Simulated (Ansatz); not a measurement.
**Response to strain in BaMnO3**

Consider BaMnO3 in the cubic perovskite structure (space group Pm-3m, No. 221; a = 3.881 Å; ferromagnetic; a cell from a computed database, its experimental status unchecked). Axes: x, y, z lie along the cube axes.

Strains are applied to the cell and any free atomic positions relax; under stress the whole cell relaxes.

Calculations: PBEsol (Ansatz, a program for electronic structure, PAW, no spin-orbit coupling).

Notes on the quantities. energy relative to the base: free energy F.

| variant | largest site moment | pressure | energy relative to the base | shortest interatomic distance |
|---|---|---|---|---|
| base | 2.41 μB | 0.0 GPa | 0 meV/atom | 1.940 Å |
| isotropic strain −1.34 % | 2.36 μB | 7.8 GPa | +11 meV/atom | 1.914 Å |
| isotropic strain −1.20 % | 2.36 μB | 6.9 GPa | +8.6 meV/atom | 1.917 Å |
| uniaxial strain ε_zz = +4.12 % | 2.46 μB | -6.0 GPa | +15 meV/atom | 1.940 Å |
| uniaxial stress, 0.5 GPa compression along x | 2.41 μB | – | 0.0 meV/atom | 1.936 Å |

Without a gap, meshes like the base's 12×12×12 leave anisotropic stresses uncertain by several tenths of a GPa, and small strain energies with them. Beyond what the load breaks, stability against distortions was not tested. No Hubbard U is applied and the magnetic state is the run's own (BaMnO3 ferromagnetic); small cells can't hold the antiferromagnetic order that many such compounds have, so gaps and moments can be off. Many cubic perovskites are stable only at high temperature; tilts and polar distortions were not tested.
